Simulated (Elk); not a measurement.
Worked example: self-consistent single point of Si₂Ni (Fm-3m, 3 atoms in the cell) in Elk.

Method: PBE, all-electron FP-LAPW, Elk's shipped species files, APW+lo basis with extra local orbitals (Elk).

The change in words: lattice scaled by 0.98. Reference geometry:
```
CELL_PARAMETERS angstrom
      0.00000     2.68481     2.68481
      2.68481     0.00000     2.68481
      2.68481     2.68481     0.00000
ATOMIC_POSITIONS crystal
  Si 0.25000 0.25000 0.25000
  Si 0.75000 0.75000 0.75000
  Ni 0.00000 0.00000 0.00000
```

Reference input (self-consistent single point, DFT, PBE, all-electron FP-LAPW, Elk's shipped species files, APW+lo basis with extra local orbitals): xctype = 20; rgkmax = 8; stype = 0; swidth = 0.00999582 Ha; ngridk = 9 9 9; tforce = true; gmaxvr = 18 1/bohr; lmaxapw = 10; lmaxo = 8; nxlo = 2; lorbcnd = true; lradstp = 2. This run's input differs from it in these lines:

```diff
@@ -46,5 +46,5 @@
 avec
-    0.0000000000    5.0735480378    5.0735480378
-    5.0735480378    0.0000000000    5.0735480378
-    5.0735480378    5.0735480378    0.0000000000
+    0.0000000000    4.9720773038    4.9720773038
+    4.9720773038    0.0000000000    4.9720773038
+    4.9720773038    4.9720773038    0.0000000000
```

Log, with long lists cut:

```
│ Self-consistent loop started │
│ Loop number : 1 │
 total energy                :     -2113.39749405
│ Loop number : 2 │
 total energy                :     -2112.84254480
RMS change in Kohn-Sham potential (target) :   0.4151128766     (  0.1000000000E-05)
Absolute change in total energy (target)   :   0.5549492433     (  0.1000000000E-03)
│ Loop number : 3 │
 total energy                :     -2113.51649556
RMS change in Kohn-Sham potential (target) :   0.4152981829     (  0.1000000000E-05)
Absolute change in total energy (target)   :   0.5352134474     (  0.1000000000E-03)
│ Loop number : 4 │
   [... lines left out ...]
Absolute change in total energy (target)   :   0.2118039173E-02 (  0.1000000000E-03)
│ Loop number : 15 │
 total energy                :     -2100.97283629
RMS change in Kohn-Sham potential (target) :   0.2501531980E-05 (  0.1000000000E-05)
Absolute change in total energy (target)   :   0.3309592339E-03 (  0.1000000000E-03)
│ Loop number : 16 │
 total energy                :     -2100.97271604
RMS change in Kohn-Sham potential (target) :   0.5645429363E-06 (  0.1000000000E-05)
Absolute change in total energy (target)   :   0.3750270025E-04 (  0.1000000000E-03)
Convergence targets achieved

│ Loop number : 17 │

Energies :
 Fermi                       :     0.430109545597
 total energy                :     -2100.97268603

Density of states at Fermi energy :    27.12125608
 (states/Hartree/unit cell)

Estimated indirect band gap :   0.3875477595E-02
 from k-point      3 to k-point      6
Estimated direct band gap   :   0.4532459215E-02
 at k-point      6

Charges :
 core                        :    32.00000000
 valence                     :    24.00000000
 interstitial                :    5.472747763
 muffin-tins (core leakage)
  species :    1 (Si)
   atom    1                 :    11.69604005     (  0.4591557407E-02)
   atom    2                 :    11.69604005     (  0.4591557407E-02)
  species :    2 (Ni)
   atom    1                 :    27.13517214     (  0.1163002863E-02)
   [... lines left out ...]
   total force               :     0.00000000    0.00000000    0.00000000
   total magnitude           :     0.00000000
 species :    2 (Ni)
  atom :    1
   Hellmann-Feynman          :     0.00000000   -0.00000000    0.00000000
   IBS                       :    -0.00000000    0.00000000   -0.00000000
   total force               :    -0.00000000    0.00000000   -0.00000000
   total magnitude           :     0.00000000
```

The run converged in 17 iterations. The count includes the last loop, which Elk runs after its targets are met. Against the reference run the total energy rises by 61.0 meV/atom.

The starting cell comes from a database of computed structures (which also holds hypothetical and non-ambient phases and stackings), without a prior relaxation at this level. Its lattice was rescaled by a random factor within 2.5 % of one. For this run, on top of that: lattice scaled by 0.98. Spin polarisation is off. Values depend on the basis (sphere radii, cutoffs, local orbitals), which need not be converged. The log's line on a gap gives a spacing of levels on this mesh, which the program prints for metals too.

Cost on one core of a shared machine: roughly 2 min.
